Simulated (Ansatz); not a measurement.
Si well of 12 atomic layers along [001] in random Si0.8Ge0.2, interfaces graded over 4 layers

Prepared with Tersoff's 1989 multicomponent potential (SiCGe.tersoff) in LAMMPS: minimisation. Geometry as solved with PBE, support functions at accuracy medium on the grid of 370 eV (Ansatz, an electronic-structure program).

```xyz
648
Lattice="16.58 0.00 0.00 0.00 16.58 0.00 0.00 0.00 49.46" Properties=species:S:1:pos:R:3 pbc="T T T"
Si     0.04     0.04    -0.04
Si     1.38     1.40     1.37
Si     2.75     2.80     0.03
Si     4.14     4.17     1.39
Ge     2.78     0.02     2.78
Si     4.17     1.43     4.20
Si     0.02     2.71     2.79
Ge     1.41     4.16     4.16
Si     0.00     0.02     5.59
Si     1.37     1.42     6.94
Si     2.79     2.76     5.60
Si     4.14     4.15     6.97
Ge     2.77     0.02     8.33
Si     4.18     1.41     9.73
Si     0.03     2.76     8.36
Si     1.40     4.16     9.71
Si    -0.02    -0.02    11.07
Ge     1.39     1.39    12.45
Si     2.80     2.80    11.07
Si     4.14     4.14    12.49
Si     2.81     0.00    13.83
Si     4.19     1.36    15.18
Si     0.00     2.82    13.83
Si     1.36     4.19    15.19
Si     0.00     0.01    16.62
Si     1.37     1.37    17.97
Ge     2.77     2.77    16.56
Si     4.17     4.17    17.96
Si     2.77    -0.01    19.30
Si     4.15     1.38    20.66
Si    -0.01     2.77    19.30
Si     1.38     4.15    20.66
Si     0.00     0.00    22.01
Si     1.38     1.39    23.37
Si     2.76     2.77    22.01
Si     4.15     4.15    23.37
Si     2.79     0.03    24.71
Si     4.15     1.39    26.10
Si     0.00     2.77    24.73
Si     1.38     4.15    26.10
Si     0.00     0.05    27.46
Si     1.39     1.40    28.83
Si     2.77     2.77    27.46
Si     4.15     4.15    28.82
Si     2.77     0.00    30.19
Si     4.14     1.39    31.55
Si     0.00     2.78    30.19
Si     1.40     4.14    31.56
Si     0.02     0.02    32.90
Si     1.39     1.38    34.29
Si     2.77     2.77    32.93
Si     4.14     4.14    34.30
Si     2.76     0.00    35.65
Si     4.14     1.36    37.02
Si     0.02     2.74    35.68
Si     1.39     4.12    37.04
Ge     0.00    -0.01    38.41
Si     1.41     1.39    39.80
Si     2.76     2.73    38.38
Ge     4.17     4.16    39.74
Si     2.76    -0.01    41.17
Si     4.13     1.33    42.58
Si    -0.03     2.71    41.14
Ge     1.37     4.08    42.55
Si    -0.01    -0.01    43.94
Si     1.35     1.37    45.33
Si     2.76     2.69    43.95
Ge     4.15     4.13    45.33
Si     2.72    -0.01    46.68
Ge     4.13     1.37    48.10
Si     0.00     2.77    46.71
Si     1.38     4.15    48.08
Si     0.02     5.52     0.00
Si     1.37     6.90     1.37
Si     2.74     8.27     0.01
Ge     4.17     9.63     1.43
Si     2.79     5.57     2.75
Si     4.16     6.89     4.18
Si    -0.01     8.27     2.75
Ge     1.42     9.63     4.16
Si     0.04     5.58     5.56
Si     1.41     6.91     6.95
Si     2.81     8.25     5.58
Si     4.15     9.66     6.94
Si     2.76     5.53     8.33
Si     4.11     6.94     9.69
Si     0.01     8.27     8.33
Si     1.36     9.65     9.70
Si     0.00     5.53    11.08
Si     1.38     6.91    12.45
Si     2.74     8.30    11.08
Si     4.13     9.68    12.44
Si     2.76     5.54    13.83
Si     4.12     6.88    15.23
Si     0.00     8.29    13.82
Si     1.39     9.65    15.20
Si    -0.01     5.54    16.57
Si     1.38     6.91    17.94
Si     2.76     8.28    16.58
Si     4.14     9.67    17.93
Si     2.76     5.54    19.30
Si     4.14     6.92    20.66
Si     0.00     8.29    19.30
Si     1.38     9.67    20.66
Si     0.00     5.53    22.02
Si     1.38     6.91    23.38
Si     2.76     8.29    22.02
Si     4.15     9.68    23.38
Si     2.76     5.53    24.74
Si     4.15     6.91    26.09
Si     0.00     8.29    24.74
Si     1.38     9.67    26.10
Si     0.00     5.53    27.46
Si     1.40     6.91    28.81
Si     2.77     8.29    27.45
Si     4.14     9.67    28.82
Si     2.77     5.53    30.19
Si     4.15     6.91    31.55
Si     0.04     8.32    30.14
Si     1.39     9.67    31.56
Si     0.06     5.53    32.92
Si     1.41     6.92    34.29
Si     2.77     8.29    32.92
Si     4.14     9.68    34.28
Si     2.76     5.52    35.67
Si     4.13     6.92    37.03
Si     0.03     8.31    35.64
Si     1.38     9.68    37.03
Si     0.03     5.48    38.43
Si     1.35     6.94    39.76
Si     2.76     8.30    38.40
Si     4.13     9.69    39.77
Ge     2.75     5.58    41.17
Si     4.16     6.91    42.60
Si    -0.02     8.28    41.14
Ge     1.42     9.63    42.56
Ge    -0.01     5.54    43.97
Si     1.43     6.91    45.34
Si     2.81     8.27    43.99
Si     4.14     9.70    45.34
Si     2.76     5.54    46.74
Si     4.14     6.91    48.10
Ge     0.01     8.29    46.72
Si     1.40     9.69    48.12
Si     0.00    11.05     0.00
Ge     1.42    12.43     1.39
Si     2.77    13.85    -0.02
Si     4.16    15.16     1.38
Si     2.82    11.06     2.80
Si     4.20    12.42     4.15
Ge     0.00    13.83     2.82
Si     1.37    15.25     4.21
Ge    -0.06    11.02     5.56
Ge     1.37    12.44     6.99
Ge     2.80    13.84     5.54
Si     4.19    15.25     6.91
Si     2.75    11.00     8.33
Ge     4.13    12.42     9.72
Si    -0.03    13.84     8.38
Si     1.37    15.20     9.73
Si    -0.03    11.03    11.05
Ge     1.37    12.43    12.46
Si     2.76    13.86    11.09
Si     4.16    15.21    12.45
Si     2.78    11.03    13.85
Si     4.16    12.42    15.20
Si    -0.04    13.82    13.83
Ge     1.39    15.20    15.22
Si     0.02    11.04    16.56
Si     1.39    12.42    17.94
Si     2.80    13.78    16.59
Si     4.16    15.20    17.93
Si     2.76    11.05    19.30
Si     4.15    12.44    20.66
Si     0.01    13.81    19.31
Si     1.39    15.20    20.67
Si     0.00    11.05    22.02
Si     1.38    12.43    23.37
Si     2.77    13.82    22.02
Si     4.16    15.20    23.37
Si     2.76    11.06    24.74
Si     4.15    12.43    26.11
Si    -0.03    13.80    24.71
Ge     1.39    15.20    26.09
Si     0.00    11.06    27.45
Si     1.39    12.42    28.84
Si     2.78    13.80    27.49
Si     4.15    15.20    28.83
Si     2.77    11.04    30.20
Si     4.14    12.44    31.55
Si     0.02    13.80    30.21
Si     1.39    15.20    31.55
Si     0.01    11.06    32.93
Si     1.40    12.44    34.28
Si     2.77    13.83    32.92
Si     4.13    15.22    34.27
Si     2.77    11.05    35.66
Si     4.12    12.43    37.05
Si     0.04    13.79    35.68
Si     1.41    15.18    37.01
Si    -0.02    11.04    38.40
Ge     1.38    12.46    39.79
Si     2.80    13.85    38.40
Si     4.16    15.21    39.80
Si     2.80    11.05    41.17
Si     4.17    12.41    42.53
Si    -0.02    13.87    41.18
Si     1.36    15.23    42.54
Ge     0.00    11.06    44.00
Si     1.39    12.46    45.39
Ge     2.77    13.82    43.93
Si     4.14    15.26    45.32
Si     2.77    11.06    46.73
Si     4.11    12.45    48.10
Si    -0.01    13.83    46.72
Si     1.38    15.21    48.07
Si     5.53    -0.05     0.03
Ge     6.89     1.37     1.43
Si     8.25     2.77     0.01
Ge     9.62     4.14     1.43
Si     8.33    -0.03     2.80
Si     9.69     1.36     4.15
Si     5.49     2.81     2.81
Si     6.87     4.18     4.16
Si     5.55     0.03     5.54
Si     6.89     1.38     6.96
Ge     8.28     2.77     5.54
Si     9.69     4.15     6.95
Si     8.26     0.04     8.37
Si     9.68     1.39     9.71
Si     5.53     2.77     8.32
Si     6.94     4.11     9.68
Si     5.54     0.02    11.10
Si     6.93     1.39    12.46
Si     8.31     2.76    11.09
Si     9.67     4.14    12.48
Si     8.30     0.00    13.83
Si     9.66     1.39    15.20
Si     5.54     2.76    13.83
Si     6.90     4.15    15.20
Si     5.54    -0.01    16.57
Si     6.91     1.38    17.93
Si     8.29     2.77    16.56
Si     9.67     4.14    17.94
Si     8.29     0.00    19.30
Si     9.67     1.38    20.66
Si     5.54     2.76    19.30
Si     6.92     4.15    20.66
Si     5.54     0.00    22.02
Si     6.91     1.38    23.38
Si     8.29     2.77    22.02
Si     9.68     4.15    23.38
Si     8.29     0.00    24.74
Si     9.67     1.38    26.10
Si     5.53     2.77    24.74
Si     6.91     4.15    26.09
Si     5.53     0.00    27.46
Si     6.91     1.39    28.82
Si     8.29     2.77    27.45
Si     9.66     4.14    28.82
Si     8.31     0.02    30.16
Si     9.67     1.38    31.55
Si     5.53     2.77    30.19
Si     6.91     4.14    31.56
Si     5.50     0.03    32.93
Si     6.90     1.38    34.30
Si     8.28     2.75    32.92
Si     9.66     4.13    34.27
Si     8.27    -0.02    35.65
Ge     9.68     1.38    37.03
Si     5.52     2.76    35.67
Si     6.91     4.14    37.02
Si     5.52     0.00    38.41
Si     6.91     1.38    39.76
Si     8.27     2.78    38.43
Si     9.70     4.12    39.78
Ge     8.28    -0.03    41.15
Ge     9.70     1.40    42.58
Ge     5.54     2.73    41.21
Si     6.93     4.14    42.61
Si     5.53     0.01    43.95
Si     6.92     1.37    45.33
Si     8.28     2.78    43.99
Si     9.71     4.12    45.31
Si     8.28    -0.03    46.69
Ge     9.67     1.38    48.09
Si     5.57     2.75    46.72
Si     6.89     4.14    48.11
Si     5.52     5.53     0.02
Si     6.91     6.90     1.40
Si     8.26     8.27     0.00
Ge     9.65     9.68     1.40
Si     8.25     5.56     2.82
Si     9.65     6.91     4.20
Si     5.57     8.25     2.83
Si     6.92     9.67     4.18
Si     5.49     5.50     5.55
Ge     6.90     6.91     6.95
Si     8.31     8.32     5.56
Si     9.68     9.68     6.95
Si     8.30     5.49     8.33
Ge     9.68     6.92     9.71
Si     5.50     8.32     8.35
Si     6.89     9.67     9.72
Ge     5.54     5.53    11.07
Si     6.95     6.90    12.46
Si     8.27     8.31    11.10
Si     9.62     9.68    12.47
Si     8.30     5.52    13.84
Si     9.65     6.88    15.24
Ge     5.53     8.29    13.84
Si     6.93     9.69    15.23
Si     5.53     5.53    16.58
Si     6.91     6.91    17.94
Si     8.29     8.29    16.58
Si     9.68     9.67    17.93
Si     8.29     5.53    19.29
Si     9.68     6.91    20.65
Si     5.52     8.29    19.30
Si     6.91     9.68    20.65
Si     5.53     5.53    22.01
Si     6.91     6.91    23.37
Si     8.29     8.29    22.01
Si     9.67     9.67    23.38
Si     8.29     5.53    24.73
Si     9.67     6.91    26.10
Si     5.53     8.29    24.73
Si     6.91     9.67    26.10
Si     5.53     5.53    27.46
Si     6.91     6.91    28.82
Si     8.29     8.29    27.46
Si     9.66     9.67    28.82
Si     8.28     5.52    30.18
Si     9.68     6.89    31.52
Si     5.52     8.29    30.18
Si     6.88     9.69    31.52
Si     5.52     5.51    32.92
Si     6.87     6.88    34.31
Ge     8.28     8.29    32.92
Si     9.69     9.71    34.30
Si     8.27     5.50    35.64
Ge     9.67     6.91    37.05
Si     5.49     8.27    35.64
Ge     6.90     9.68    37.04
Si     5.56     5.56    38.36
Si     6.91     6.90    39.77
Si     8.28     8.29    38.46
Si     9.66     9.67    39.80
Ge     8.31     5.52    41.19
Si     9.70     6.95    42.59
Ge     5.53     8.30    41.17
Si     6.94     9.70    42.56
Si     5.53     5.52    43.91
Ge     6.89     6.95    45.30
Si     8.32     8.35    43.93
Si     9.71     9.68    45.32
Ge     8.32     5.52    46.72
Si     9.68     6.96    48.08
Si     5.50     8.33    46.73
Si     6.94     9.66    48.06
Ge     5.57    11.08     0.01
Si     6.95    12.48     1.43
Si     8.31    13.83     0.02
Si     9.69    15.19     1.40
Si     8.27    11.07     2.81
Si     9.70    12.41     4.14
Si     5.54    13.82     2.77
Si     6.88    15.22     4.14
Si     5.52    11.03     5.56
Si     6.92    12.37     6.93
Ge     8.27    13.79     5.52
Ge     9.64    15.25     6.96
Si     8.28    11.03     8.33
Si     9.61    12.44     9.72
Ge     5.57    13.84     8.29
Si     6.93    15.23     9.74
Si     5.55    11.05    11.12
Si     6.91    12.44    12.48
Si     8.27    13.83    11.10
Si     9.67    15.20    12.45
Si     8.28    11.07    13.85
Si     9.67    12.44    15.20
Si     5.53    13.82    13.83
Si     6.92    15.20    15.19
Si     5.54    11.06    16.58
Si     6.91    12.45    17.94
Si     8.29    13.82    16.56
Si     9.66    15.20    17.93
Si     8.29    11.06    19.29
Si     9.67    12.44    20.66
Si     5.53    13.82    19.30
Si     6.91    15.20    20.66
Si     5.53    11.06    22.02
Si     6.91    12.44    23.38
Si     8.29    13.82    22.02
Si     9.67    15.20    23.38
Si     8.29    11.05    24.74
Si     9.67    12.44    26.10
Si     5.53    13.82    24.75
Si     6.91    15.20    26.10
Si     5.53    11.04    27.46
Si     6.91    12.43    28.81
Si     8.29    13.82    27.46
Si     9.68    15.20    28.81
Si     8.29    11.06    30.18
Si     9.68    12.44    31.55
Si     5.51    13.80    30.17
Ge     6.91    15.21    31.55
Si     5.52    11.06    32.91
Si     6.93    12.42    34.26
Si     8.32    13.80    32.93
Si     9.67    15.19    34.31
Si     8.31    11.08    35.64
Si     9.66    12.45    37.03
Ge     5.54    13.82    35.66
Si     6.93    15.22    37.07
Si     5.50    11.09    38.43
Si     6.91    12.45    39.79
Si     8.30    13.82    38.42
Si     9.71    15.17    39.78
Si     8.28    11.06    41.15
Ge     9.68    12.45    42.55
Si     5.53    13.82    41.18
Si     6.88    15.19    42.58
Si     5.52    11.03    43.92
Ge     6.93    12.41    45.32
Si     8.29    13.86    43.94
Si     9.67    15.20    45.33
Si     8.34    11.02    46.72
Si     9.68    12.44    48.10
Ge     5.51    13.85    46.73
Si     6.94    15.21    48.12
Si    11.08    -0.03     0.03
Si    12.41     1.41     1.37
Si    13.80     2.73    -0.03
Ge    15.21     4.10     1.39
Ge    13.81     0.05     2.77
Si    15.24     1.37     4.19
Si    11.05     2.74     2.79
Si    12.38     4.13     4.19
Si    11.04     0.04     5.56
Si    12.42     1.35     6.97
Ge    13.81     2.75     5.57
Ge    15.23     4.20     6.97
Si    13.82     0.00     8.35
Si    15.21     1.38     9.71
Si    11.04     2.74     8.31
Ge    12.44     4.14     9.71
Si    11.06     0.01    11.08
Si    12.43     1.40    12.44
Si    13.85     2.75    11.10
Si    15.21     4.16    12.45
Si    13.81     0.01    13.77
Ge    15.19     1.40    15.20
Si    11.06     2.76    13.83
Si    12.43     4.16    15.20
Si    11.02     0.04    16.59
Si    12.43     1.39    17.95
Si    13.78     2.80    16.59
Si    15.20     4.16    17.93
Si    13.81     0.01    19.31
Si    15.20     1.39    20.66
Si    11.05     2.77    19.31
Si    12.44     4.15    20.66
Si    11.05     0.00    22.02
Si    12.44     1.39    23.38
Si    13.82     2.77    22.02
Si    15.20     4.15    23.38
Si    13.82     0.00    24.73
Si    15.19     1.39    26.09
Si    11.06     2.77    24.74
Si    12.43     4.15    26.11
Si    11.06     0.00    27.45
Si    12.43     1.38    28.82
Si    13.82     2.76    27.46
Si    15.20     4.14    28.81
Si    13.79     0.02    30.21
Si    15.20     1.38    31.54
Si    11.04     2.76    30.18
Si    12.43     4.13    31.53
Si    11.04    -0.01    32.93
Si    12.42     1.39    34.28
Si    13.80     2.73    32.89
Ge    15.20     4.13    34.28
Si    13.79     0.03    35.68
Si    15.18     1.40    37.03
Si    11.07     2.79    35.64
Si    12.44     4.13    37.06
Si    11.09    -0.02    38.44
Si    12.46     1.37    39.80
Si    13.82     2.76    38.42
Si    15.19     4.13    39.79
Si    13.81    -0.01    41.19
Si    15.21     1.34    42.53
Si    11.09     2.78    41.15
Si    12.43     4.18    42.54
Si    11.07    -0.02    43.98
Si    12.44     1.34    45.35
Ge    13.82     2.75    43.93
Si    15.19     4.15    45.37
Si    13.83    -0.01    46.72
Si    15.20     1.38    48.07
Si    11.09     2.76    46.67
Si    12.46     4.11    48.05
Ge    11.05     5.52    -0.02
Ge    12.42     6.94     1.43
Ge    13.84     8.34    -0.01
Si    15.24     9.71     1.41
Ge    13.83     5.52     2.86
Si    15.24     6.94     4.21
Si    11.01     8.28     2.83
Ge    12.44     9.68     4.18
Si    11.04     5.53     5.57
Si    12.44     6.91     6.92
Si    13.84     8.27     5.58
Si    15.17     9.63     6.99
Si    13.81     5.59     8.34
Si    15.22     6.91     9.71
Si    11.09     8.31     8.28
Si    12.46     9.64     9.69
Si    11.06     5.52    11.13
Si    12.47     6.89    12.45
Si    13.83     8.28    11.08
Si    15.19     9.67    12.45
Si    13.83     5.53    13.83
Si    15.20     6.92    15.19
Ge    11.05     8.28    13.84
Si    12.46     9.70    15.22
Si    11.05     5.52    16.58
Si    12.44     6.91    17.93
Si    13.82     8.30    16.57
Si    15.21     9.67    17.93
Si    13.82     5.53    19.30
Si    15.20     6.91    20.66
Si    11.06     8.29    19.29
Si    12.44     9.66    20.66
Si    11.06     5.53    22.02
Si    12.44     6.91    23.39
Si    13.82     8.28    22.02
Si    15.20     9.67    23.38
Si    13.82     5.53    24.74
Si    15.20     6.91    26.10
Si    11.05     8.29    24.74
Si    12.43     9.67    26.10
Si    11.05     5.53    27.46
Si    12.43     6.91    28.81
Si    13.82     8.29    27.46
Si    15.20     9.68    28.81
Si    13.80     5.50    30.16
Ge    15.24     6.90    31.51
Si    11.06     8.29    30.18
Si    12.41     9.71    31.52
Si    11.03     5.49    32.88
Ge    12.40     6.89    34.31
Ge    13.83     8.34    32.92
Si    15.23     9.72    34.33
Si    13.80     5.49    35.69
Ge    15.23     6.89    37.03
Si    11.04     8.34    35.67
Si    12.41     9.72    37.02
Si    11.07     5.50    38.44
Si    12.41     6.89    39.83
Ge    13.79     8.32    38.45
Si    15.21     9.70    39.82
Si    13.82     5.52    41.17
Si    15.20     6.91    42.52
Si    11.05     8.30    41.18
Si    12.41     9.70    42.54
Si    11.06     5.53    43.94
Si    12.42     6.87    45.35
Ge    13.79     8.28    43.93
Si    15.16     9.68    45.36
Si    13.82     5.52    46.72
Si    15.20     6.86    48.10
Si    11.06     8.30    46.70
Si    12.42     9.71    48.05
Si    11.07    11.07    -0.01
Si    12.44    12.43     1.37
Si    13.80    13.79    -0.04
Ge    15.20    15.21     1.32
Si    13.82    11.07     2.75
Si    15.16    12.41     4.16
Si    11.04    13.77     2.74
Ge    12.39    15.19     4.17
Si    11.04    11.07     5.58
Si    12.43    12.38     6.98
Ge    13.83    13.80     5.61
Si    15.22    15.23     6.99
Si    13.82    11.03     8.34
Si    15.18    12.43     9.71
Ge    11.07    13.81     8.37
Si    12.47    15.22     9.75
Ge    11.04    11.04    11.08
Si    12.45    12.45    12.48
Si    13.82    13.81    11.10
Si    15.19    15.20    12.45
Si    13.83    11.05    13.83
Si    15.22    12.40    15.19
Si    11.02    13.80    13.80
Ge    12.41    15.22    15.18
Si    11.05    11.06    16.57
Si    12.41    12.41    17.97
Ge    13.84    13.79    16.60
Si    15.22    15.22    17.98
Si    13.82    11.04    19.30
Si    15.20    12.43    20.66
Si    11.04    13.82    19.30
Si    12.43    15.20    20.66
Si    11.06    11.05    22.01
Si    12.44    12.44    23.37
Si    13.81    13.82    22.01
Si    15.19    15.20    23.36
Si    13.81    11.04    24.73
Si    15.19    12.43    26.08
Si    11.05    13.82    24.73
Si    12.43    15.20    26.08
Si    11.05    11.05    27.46
Si    12.43    12.44    28.81
Si    13.79    13.80    27.42
Ge    15.19    15.20    28.83
Si    13.82    11.07    30.17
Si    15.20    12.43    31.56
Si    11.05    13.83    30.18
Si    12.42    15.20    31.56
Si    11.06    11.07    32.92
Si    12.44    12.45    34.29
Si    13.80    13.81    32.90
Ge    15.21    15.21    34.30
Si    13.82    11.09    35.67
Si    15.22    12.44    37.04
Si    11.07    13.83    35.68
Si    12.45    15.21    37.04
Si    11.01    11.05    38.39
Ge    12.44    12.44    39.77
Si    13.85    13.84    38.39
Si    15.17    15.20    39.81
Si    13.82    11.04    41.18
Ge    15.17    12.48    42.57
Si    11.08    13.86    41.18
Si    12.43    15.22    42.58
Si    11.08    11.06    43.95
Si    12.43    12.46    45.33
Si    13.78    13.86    43.98
Si    15.20    15.20    45.33
Si    13.80    11.08    46.70
Si    15.20    12.42    48.08
Si    11.04    13.82    46.71
Si    12.43    15.19    48.08
```
